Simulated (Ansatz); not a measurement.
**Response to strain in LaMnO3**

Consider LaMnO₃ (space group C2/c, No. 15; ferromagnetic; a cell from a computed database, its experimental status unchecked).

```
CELL_PARAMETERS angstrom
      4.68395    -2.74656     0.00000
      4.68395     2.74656     0.00000
     -3.05203     0.00000     4.48173
ATOMIC_POSITIONS crystal
  La 0.75200 0.24800 0.25000
  La 0.24800 0.75200 0.75000
  Mn 0.00000 0.50000 0.00000
  Mn 0.50000 0.00000 0.50000
  O  0.23950 0.31032 0.31036
  O  0.76050 0.68968 0.68964
  O  0.68968 0.76050 0.18964
  O  0.31032 0.23950 0.81036
  O  0.80202 0.19798 0.75000
  O  0.19798 0.80202 0.25000
```

Cartesian axes are those of the cell as printed.

Strains are applied to the cell and any free atomic positions relax; under biaxial strain the out-of-plane vector relaxes too; under stress the whole cell relaxes.

Level of theory: Kohn–Sham DFT with the PBEsol functional, run in Ansatz (a program for electronic structure) with PAW and 420 eV plane waves, scalar-relativistic without spin-orbit coupling.

Notes on the quantities. pressure: mean of the normal stresses, compression positive; energy relative to the base: free energy F.

```json
[
 {"variant": "base", "largest site moment": "2.98 μB", "pressure": "0.0 GPa", "volume per atom": "11.53 Å³", "energy relative to the base": "0 meV/atom"},
 {"variant": "biaxial strain −0.17 %, plane normal [001], relaxed out of plane", "largest site moment": "2.97 μB", "pressure": "0.3 GPa", "volume per atom": "11.51 Å³", "energy relative to the base": "+0.1 meV/atom"},
 {"variant": "isotropic strain −4.58 %", "largest site moment": "2.08 μB", "pressure": "26.7 GPa", "volume per atom": "10.02 Å³", "energy relative to the base": "+110 meV/atom"},
 {"variant": "isotropic strain −1.18 %", "largest site moment": "2.78 μB", "pressure": "5.4 GPa", "volume per atom": "11.13 Å³", "energy relative to the base": "+6.9 meV/atom"},
 {"variant": "uniaxial stress, 5 GPa compression along z", "largest site moment": "2.94 μB", "pressure": "–", "volume per atom": "11.42 Å³", "energy relative to the base": "+4.3 meV/atom"}
]
```

Without a gap, meshes like the base's 8×8×8 leave anisotropic stresses uncertain by several tenths of a GPa, and small strain energies with them. Stability under load was not tested beyond the relaxation. No Hubbard U is applied and the magnetic state is the run's own (LaMnO3 ferromagnetic); small cells can't hold the antiferromagnetic order that many such compounds have, so gaps and moments can be off.
